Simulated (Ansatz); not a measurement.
The starting structures come from a database of crystals and need not be the phases stable at ambient conditions.

Inside the gap of an insulator the Bloch states are evanescent, with a wavenumber k + iκ along the transport direction.

```
Ba2NaReO6
1.0
    5.95477     0.00000     0.00000
    0.00000     5.95477     0.00000
    2.97738    -2.97738     4.21066
Na Ba Re O
1 2 1 6
Direct
  0.00000   0.00000   0.00000
  0.25000   0.25000   0.50000
  0.75000   0.75000   0.50000
  0.50000   0.50000   0.00000
  0.27394   0.72606   0.45212
  0.72606   0.27394   0.54788
  0.72606   0.72606   0.00000
  0.27394   0.27394   0.00000
  0.27394   0.72606   0.00000
  0.72606   0.27394   0.00000
```

Space group of this cell: Fm-3m. The cell is taken as given; by PBEsol its mean pressure is -7.0 GPa.

Transport runs along the normal of the first two printed cell vectors, the (001) plane of the conventional cell.

The gap is the functional's own, uncorrected, and κ follows it; spin-orbit coupling is left out. Mid-gap values are interpolated between the computed energies.

**Question.** Estimate the band gap and the smallest decay constant κ at mid-gap that PBEsol (Ansatz, a first-principles code) returns for this system.

**Answer.** Gap 1.89 eV on a 8×8×8 mesh; κ = 0.354 1/Å, at (0.500, 0.500) of the in-plane reciprocal vectors. At the zone centre, at the nearest computed energy, the slowest state has κ = 0.39 1/Å.
